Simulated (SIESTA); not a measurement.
A user runs SIESTA on LiCu2Rh4O8 (C2/m, 15 atoms in the cell) and asks whether the run is sound. The aim is a self-consistent single point with DFT, LDA PW92, numerical atomic orbitals DZP, PseudoDojo LDA standard norm-conserving potentials (rewritten from UPF to PSML).

Cell that was meant: a = 6.0033 Å, b = 6.0033 Å, c = 6.2978 Å, α = 118.49°, β = 118.49°, γ = 60.05°.

Part of the input:

```
# files in the folder: Li.psml Cu.psml Rh.psml O.psml (PseudoDojo LDA standard)
SystemName  LiCu2Rh4O9
SystemLabel LiCu2(RhO2)4

NumberOfAtoms                16
NumberOfSpecies              4
%block ChemicalSpeciesLabel
  1 3 Li
[...]
    -0.005965258   -0.000000000    4.200279896  4
     1.850463225   -0.000000000    1.260273175  4
     5.074960775   -0.000000000    3.995463825  4
     4.429776828    1.361340909    1.145797968  4
%endblock AtomicCoordinatesAndAtomicSpecies

XC.functional                LDA
```

Output (repeated stretches shortened):

```
reinit: Reading from file input.fdf

reinit: System Name: LiCu2Rh4O9
reinit: System Label: LiCu2(RhO2)4

   [... lines left out ...]
siesta: WARNING: Atoms  1944  1952 too close: rij =    0.200001 Ang
siesta: WARNING: Atoms  1960  1968 too close: rij =    0.200001 Ang
siesta: WARNING: Atoms  1976  1984 too close: rij =    0.200001 Ang
siesta: WARNING: Atoms  1992  2000 too close: rij =    0.200001 Ang
new_DM -- step:     1
Initializing Density Matrix...

Attempting to read DM from file... Failed...
DM filled with atomic data:

InitMesh: MESH = 60 x 60 x 64 = 230400
InitMesh: Mesh cutoff (required, used) =   400.000   407.832 Ry

stepf: Fermi-Dirac step function
        iscf     Eharris(eV)        E_KS(eV)     FreeEng(eV)     dDmax    Ef(eV) dHmax(eV)
   scf:    1   -22987.119656   -24882.017868   -24882.134973  2.317066  0.604820151.276255
   scf:    2   -22913.982063   -25050.057505   -25050.129789  2.952937  1.332675 99.699913
   scf:    3   -25764.970237   -25673.438801   -25673.530243  2.890949 -2.177711 44.271851
   scf:    4   -25610.642192   -25692.738068   -25692.818417  0.620172 -2.376898 36.237567
   scf:    5   -25725.430427   -25729.479802   -25729.557498  0.508129 -2.592512 25.655009
   [... 14 lines left out ...]
   scf:   20   -25753.411122   -25753.411120   -25753.495745  0.000354 -3.443364  0.003885
   scf:   21   -25753.411115   -25753.411118   -25753.495747  0.000297 -3.443380  0.001564
   scf:   22   -25753.411102   -25753.411110   -25753.495747  0.000143 -3.443450  0.001447
   scf:   23   -25753.411109   -25753.411109   -25753.495747  0.000093 -3.443425  0.000508
SCF Convergence by DM+H criterion
max |DM_out - DM_in|         :     0.0000932829
max |H_out - H_in|      (eV) :     0.0005076414
SCF cycle converged after 23 iterations

Using DM_out to compute the final energy and forces

siesta: E_KS(eV) =           -25753.4111

siesta: E_KS - E_eggbox =    -25753.4111

siesta: Atomic forces (eV/Ang):
     1    1.044346    2.309899   -1.778008
     2    0.389280    0.798485    0.555480
     3    1.774214    3.324447    1.615983
     4    1.041352   -2.801896   -2.909221
     5    0.200521    0.059603   -0.022828
     6    5.288668    0.432256    3.178968
     7    1.119494    2.083741   -0.891774
     8-9265.927430 2072.905120 6829.243145
     9   -1.075863   -3.260878   -1.141665
    10    0.153272   -0.242682   -0.049678
   [... lines left out ...]
siesta: FreeEng =    -25753.495747
   [... lines left out ...]
siesta:     2.021850   -0.442169   -1.502602
siesta:     6.638406   -1.502602   -4.830580

siesta: Cell volume =        164.125747 Ang**3

siesta: Pressure (static):
siesta:                Solid            Molecule  Units
siesta:           0.05123277         -0.00002741  Ry/Bohr**3
siesta:           4.70397606         -0.00251644  eV/Ang**3
siesta:        7536.60052752         -4.03178498  kBar
```

Task: Can these results be used? Check the input.

Result: The run is not sound. The fault is one atom entered twice. Two nuclei at or near one point give a huge ion-ion repulsion and overlapping cores, and the electron count is too high as well. To fix it, remove the duplicate atom. The run converged in 23 iterations without an error; against the sound input the pressure goes from -13.82 to 753.7 GPa and the largest force goes from 0.302 to 11700 eV/Å. The full log also holds: “siesta: WARNING: Atoms     8    16 too close: rij =    0.200001 Ang” and “siesta: WARNING: Atoms    24    32 too close: rij =    0.200001 Ang”.

An input that runs soundly differs in these lines (not the only fix; some lines may just follow from the change or write a value another way):
```diff
-SystemName  LiCu2Rh4O9
+SystemName  LiCu2(RhO2)4
-NumberOfAtoms                16
+NumberOfAtoms                15
-     4.429776828    1.361340909    1.145797968  4
```

With that input, the run converged in 21 iterations: free energy E − TS -26852.6871 eV; Fermi level (on the code's own zero) -4.45 eV; pressure -13.82 GPa; largest force (vector length) 0.302 eV/Å (DFT, LDA PW92, numerical atomic orbitals DZP, PseudoDojo LDA standard norm-conserving potentials (rewritten from UPF to PSML)).

On the sound input: the starting cell comes from a database of computed structures (which also holds hypothetical and non-ambient phases and stackings), without a prior relaxation at this level. Spin polarisation is off; with an odd number of electrons in the cell that forces a metal, and a magnetic state may lie lower. Values carry the incompleteness of an atom-centred basis. With a pressure of about -14 GPa the cell is away from its equilibrium volume at this level. Without a gap this mesh is coarse (it stands for a supercell whose shortest vector is 18 Å).
